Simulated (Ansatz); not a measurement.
Take SiC (space group Pm-3n, No. 223; a = 5.3574 Å; a hypothetical phase, not in the database extracts checked) as the base.

(Cell as relaxed with PBE.)

Levels (all Ansatz, an electronic-structure program, PAW): PBE (420 eV, without spin-orbit coupling); PBEsol (420 eV, no spin-orbit coupling).

Each level relaxes its own structure.

```tsv
quantity	PBE	PBEsol
volume per atom	12.81 Å³	12.63 Å³
lattice parameter a	5.357 Å	5.331 Å
band gap	1.88 eV	1.75 eV
gap character	indirect, Γ → Γ–X (75 % along)	indirect, Γ → Γ–X (75 % along)
electron mass	0.51 mₑ along k, 0.35 mₑ across	0.51 mₑ along k, 0.35 mₑ across
```

PBE's volume per atom lies 0.186 Å³ above PBEsol's (1.5 %); PBE's lattice parameter a lies 0.026 Å above PBEsol's (0.5 %); PBE's band gap lies 0.123 eV above PBEsol's; the two agree on the gap character and electron mass. Neither level is exact; PBEsol is the comparison here, not a measurement.

Masses are band curvatures over ±0.01 Å⁻¹ around the edge. Along k means along the line from Γ to the band edge. Stability against distortions was not tested.
